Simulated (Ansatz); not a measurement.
Ansatz (a program for electronic structure), DFT, PBE, plane waves, its default PAW files: Cu(111) slab of 6 layers, 1x1, atoms displaced (Cu6), unrelaxed, 6 atoms. Basis and mesh were picked for this test and aren't claimed converged.

| Quantity | Result |
|---|---|
| cell | 2.56, 2.56, 20.44 Å; 90, 90, 60° |
| distance to the nearest atom | 2.49 to 2.53 Å |
| task | single point |
| k mesh | 10×10×1 |
| hamiltonian.xc | pbe |
| kind of files | paw |
| scf.occupations.method | gaussian |
| scf.occupations.width | 0.1 eV |
| output.forces | true |
| binding of workers (--pin) | off |
| k-point pools (--kpoint-pools) | 1 |
| memory maximum (--max-ram) | 8GiB |
| accuracy | medium (default) |
| basis.precision | auto (default) |
| basis.xc_grid | 2 (default) |
| scf.eigensolver.kind | auto (default) |
| scf.convergence.dr2_threshold | 1e-07 (default) |
| scf.lower_state_search | light (default) |
| k-points after symmetry | 52 |
| bands at the start | 64 |
| electrons | 114 |
| plane waves at Γ | 2283 |
| cutoff (eV) | 420 |
| FFT grid | 18×18×144 |
| symmetry operations | 1 |

Settings of this run: scf.mixing.algorithm = broyden, scf.mixing.preconditioner = kerker, scf.algorithm = auto; 4 threads.

```tsv
iteration	dr2 (eV)	Hψ
1	1.57e-2	12222
2	1.06e-2	6776
3	5.83e-3	4434
4	6.84e-3	4991
5	5.40e-3	3227
6	6.58e-4	3265
7	4.21e-4	4920
8	9.21e-4	4608
9	2.38e-4	4374
10	1.37e-4	3230
11	1.03e-3	4960
12	2.01e-4	4963
13	8.72e-4	4946
14	7.22e-5	4854
15	4.70e-5	3669
16	4.23e-5	4947
17	7.09e-5	4550
18	1.91e-5	4098
19	6.00e-6	4764
20	4.13e-6	4531
21	2.25e-6	4546
22	6.03e-7	4845
23	3.51e-7	4887
24	3.52e-7	5169
25	1.61e-7	3345
26	9.38e-8	11969
```

It converged after 26 SCF iterations.

Task: Which change of one setting makes this cycle converge in far fewer steps?

Result: One answer among several that fit: scf.mixing.preconditioner = auto (default) (11 SCF iterations), all else kept. The other changes of this size gave: scf.mixing.preconditioner = none (16); scf.mixing.q_tf = 0.5 1/Å (16); scf.mixing.q_tf = 1.5 1/Å (19); scf.mixing.algorithm = auto (default) (25). With more settings changed, the fewest of all runs of this system: scf.mixing.algorithm = auto (default), scf.mixing.preconditioner = auto (default), scf.algorithm = direct_min (7). In that run the program took: scf.mixing.preconditioner LDOS, scf.eigensolver.kind band_cg, --slots 4. The change moves the result by: energy under 0.001 meV/atom, forces (largest component) 0.021 meV/Å. Counts are of single runs.

Keys are those of Ansatz 0.2.
